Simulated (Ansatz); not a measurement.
System: MoGe (model structure, started from the CsCl type, Pm-3m, No. 221, 2 atoms in the cell). Method: r²SCAN (Ansatz, an electronic-structure program, PAW).

Run with plane-wave cutoff 560 eV, 18×18×18 k mesh, Fermi–Dirac smearing 0.05 eV, no spin polarisation, scalar-relativistic PAW data made under PBE.

Cell (relaxed at this level):

```yaml
crystal:
  lattice:
    - [3.10694, 0.00000, 0.00000]
    - [0.00000, 3.10694, 0.00000]
    - [0.00000, 0.00000, 3.10694]
  atoms:
    - { symbol: Mo, position: [0.00000, 0.00000, 0.00000] }
    - { symbol: Ge, position: [0.50000, 0.50000, 0.50000] }
```

**Question.** Give the computed bulk modulus.

**Answer.** 
- bulk modulus: 202 GPa

Note: the run has no spin polarisation, so it can have missed a magnetic state; the bulk modulus is −V dP/dV from two relaxed cells at ±2 % in volume; the relaxation could raise the start's symmetry but not lower it, so the cell can be a saddle point.

Cost on a shared machine: very roughly 2.1 core-minutes.

A model structure was made by putting elements into a prototype or built by hand; it is no filed structure, need not be a known phase, and can be a saddle point held by its symmetry.
